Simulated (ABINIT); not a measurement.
Band structure of C (P6_3/mmc, 2 atoms in the cell).

```xyz
2
Lattice="2.2172 0.0000 0.0000 -1.1086 1.9201 0.0000 0.0000 0.0000 3.5998" Properties=species:S:1:pos:R:3 pbc="T T T"
C      0.0000     1.2801     0.9000
C      1.1086     0.6400     2.6999
```

Level of theory: PBE, norm-conserving pseudopotentials (PseudoDojo nc-sr-05 PBE standard) (plane waves; ABINIT).

Settings: pseudos = [C.upf]; ecut = 41 Ha; occopt = 7; tsmear = 0.00183747 Ha; ngkpt = 17 17 9; nshiftk = 1; shiftk = 0 0 0; potentials = PseudoDojo nc-sr-05 PBE standard; kptopt = 1; nstep = 50; tolvrs1 = 1e-10; ndtset = 2; getden2 = 1.

The starting cell was generated: these elements placed on a structure prototype, without a prior relaxation; it need not be a known phase or ordering of this composition. Its lattice was rescaled by a random factor within 2.5 % of one.

Levels in eV from the Fermi level, bands 1 to 8:
| point | 1 | 2 | 3 | 4 | 5 | 6 | 7 | 8 |
|---|---|---|---|---|---|---|---|---|
| Γ | -18.01 | -9.05 | -8.01 | 5.98 | 5.98 | 7.62 | 7.62 | 7.82 |
| M | -10.19 | -9.15 | -2.24 | -2.14 | -1.60 | 2.14 | 2.25 | 6.09 |
| K | -7.67 | -7.67 | -5.61 | -0.01 | -0.01 | 0.31 | 0.84 | 0.84 |
| A | -15.60 | -15.60 | 1.68 | 1.68 | 6.80 | 6.80 | 6.80 | 6.80 |
| L | -8.01 | -8.01 | -6.84 | -6.84 | 3.90 | 3.90 | 4.44 | 4.44 |
| H | -5.92 | -5.92 | -5.09 | -5.09 | -3.35 | -3.35 | 5.48 | 5.48 |

Bands cross the Fermi level along this path, so the cell is metallic at this level.
